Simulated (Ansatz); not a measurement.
**YAs: isotropic strain +3.35 %**

Take YAs in the rock salt structure (space group Fm-3m, No. 225; a = 5.748 Å; a model cell; relaxed with 0.1 eV smearing) as the base.

Perturbation: every lattice vector is stretched by 3.35 %; the atoms relax in the strained cell.

Method: DFT with PBEsol, PAW potentials and a 420 eV plane-wave cutoff in Ansatz (a quantum-chemistry and plane-wave program), no spin-orbit coupling. Settings: 17×17×17 k-points, 0.1 eV Fermi–Dirac smearing.

| quantity | base | changed | shift |
|---|---|---|---|
| shortest interatomic distance | 5.431 bohr | 5.613 bohr | +0.182 bohr |
| energy relative to the base (free energy F) | 0 meV/atom | +56 meV/atom | +56 meV/atom |
| pressure | 0.0 GPa | -6.7 GPa | -6.7 GPa |
| band gap | zero | zero | – |

Stability against distortions was not tested. The final runs are not spin-polarised. A zero or small gap of YAs can be the functional's error rather than a property of the material.
